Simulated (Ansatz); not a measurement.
**TiC (I4/mmm): band-structure transport figures**

Input:

```
CELL_PARAMETERS angstrom
      0.00000     2.14589     2.15081
      2.14589     0.00000     2.15081
      2.14589     2.14589     0.00000
ATOMIC_POSITIONS crystal
  Ti 0.00000 0.00000 0.00000
  C  0.50000 0.50000 0.50000
```

Level of theory: PBEsol, rigid bands (plane waves, PAW, scalar-relativistic; Ansatz, an electronic-structure program). Condition of this run: uniaxial stress zz = -1 GPa (compression positive) (the target of the relaxation). Geometry: cell and atoms relaxed with PBEsol, then loaded as said.

```json
{
  "density of states at the Fermi level": "0.289 states/(eV·cell), both spins",
  "bare Sommerfeld coefficient": "0.34 mJ/(mol of atoms·K²)",
  "drude_plasma_energy": "3.6 eV",
  "root-mean-square Fermi velocity": "5.8e5 m/s",
  "resistivity times τ": "38 ×10⁻²² Ω·m·s"
}
```

A metal at this level (no band gap); rigid bands, thermally averaged at 300 K, both spins. Spin-orbit coupling is left out. τ is one relaxation time for all states.
